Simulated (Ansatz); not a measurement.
**Sn, thickness series**

Consider Sn in the diamond structure (space group Fd-3m, No. 227; a = 6.5409 Å). Axes: x, y, z lie along the cube axes.

Free-standing slabs (2 atom(s) a layer) normal to [110] with 15 Å of vacuum; in-plane cell held at bulk.

The values are results of Ansatz (a first-principles code) PBEsol, without spin-orbit coupling, earlier PAW set, not measurements.

Notes on the quantities. excess energy per area of both faces: slab less bulk energy over the cell's area: twice a surface energy; uncertain by up to 0.07 J/m².

```csv
case,excess energy per area of both faces,change of the spacing d12 from its bulk value of 2.313 Å,thickness between the outermost nuclei
2 layers,1.34 J/m²,–,2.22 Å
3 layers,1.57 J/m²,-1.9 %,4.54 Å
4 layers,1.68 J/m²,-0.1 %,6.98 Å
5 layers,1.74 J/m²,-0.1 %,9.28 Å
6 layers,1.8 J/m²,+1.0 %,11.70 Å
7 layers,1.8 J/m²,+1.0 %,14.02 Å
```

Slab and bulk use different k-meshes, which limits the precision of the excess energy. Stability against distortions was not tested.
